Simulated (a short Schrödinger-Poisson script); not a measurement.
Stack: MOS inversion layer, SiO2 on p-type Si(111), at 400 K.

From the gate side: 1 nm SiO2; 770 nm Si, acceptors 3.1e17 cm⁻³.

The device is made up for the run: typed textbook-type constants, with dimensions and the other settings drawn at random. SiO2: permittivity 3.9, conduction-band edge (eV) 3.15, gap (eV) 9, electron mass (mₑ) 0.5. Si: permittivity 11.7, conduction-band edge (eV) 0, gap (eV) 1.124, Nv at 300 K (cm⁻³) 3.1e19.

Channel valleys (confinement mass, in-plane density-of-states mass, number): Δ6 0.258, 0.358, 6. At the gate the conduction-band edge of layer 1 lies 3.57 eV − eVg above the Fermi level of the channel; the field vanishes at the back. Gaps are held at their typed values at every temperature. Mesh 0.03 nm at interfaces.

From a short Schrödinger-Poisson script (our own, NumPy): 1D Poisson equation in equilibrium, electrons quantum, Hartree (BenDaniel-Duke, 12 states a valley, the channel's in-plane mass for all, wave functions ending at the dielectric), parabolic valleys, classical holes, full ionisation, no traps, pinning or gate leakage.

| Vg (V) | electrons (cm⁻²) | C (μF/cm²) | Δ6 E0 (meV from the Fermi level) |
|---|---|---|---|
| 0.25 | 1.36e9 | 0.190 | 350.4 |
| 0.3 | 4.90e9 | 0.198 | 305.8 |
| 0.35 | 1.75e10 | 0.238 | 261.7 |
| 0.4 | 5.93e10 | 0.371 | 219.4 |
| 0.45 | 1.74e11 | 0.658 | 182.1 |
| 0.5 | 4.04e11 | 1.02 | 152.6 |
| 0.55 | 7.51e11 | 1.32 | 130.8 |
| 0.6 | 1.19e12 | 1.54 | 114.6 |
| 0.65 | 1.68e12 | 1.69 | 102.1 |
| 0.7 | 2.22e12 | 1.81 | 92.0 |
| 0.75 | 2.80e12 | 1.89 | 83.6 |
| 0.8 | 3.40e12 | 1.97 | 76.4 |
| 0.85 | 4.02e12 | 2.03 | 70.1 |
| 0.9 | 4.66e12 | 2.08 | 64.5 |
| 0.95 | 5.31e12 | 2.12 | 59.5 |
| 1 | 5.98e12 | 2.16 | 55.0 |
| 1.05 | 6.65e12 | 2.19 | 50.8 |
| 1.1 | 7.34e12 | 2.22 | 46.9 |
| 1.15 | 8.04e12 | 2.25 | 43.3 |
| 1.2 | 8.74e12 | 2.27 | 40.0 |

Gate voltages with under 1e9 electrons/cm² are left out.

**Question.** At Vg = 1.2 V the lowest Δ6 subband lies at 40.0 meV from the Fermi level. How many electrons does it hold, and what share of all?

**Answer.** The two-dimensional density of states is g m/(πħ²) = 8.97e11 cm⁻² meV⁻¹ (both spins), kT = 34.5 meV, so n = D kT ln(1 + exp(−E/kT)) = 8.44e12 cm⁻², 0.97 of the 8.74e12 cm⁻² in all.

**Question.** Compare the slope of the sheet density between 1.1 and 1.2 V with the geometric capacitance of the layers between gate and channel.

**Answer.** q Δn/ΔV = 2.24 μF/cm²; ε0/Σ(t/ε) = 3.45 μF/cm². The ratio is 0.65: the channel acts as a further capacitance in series.
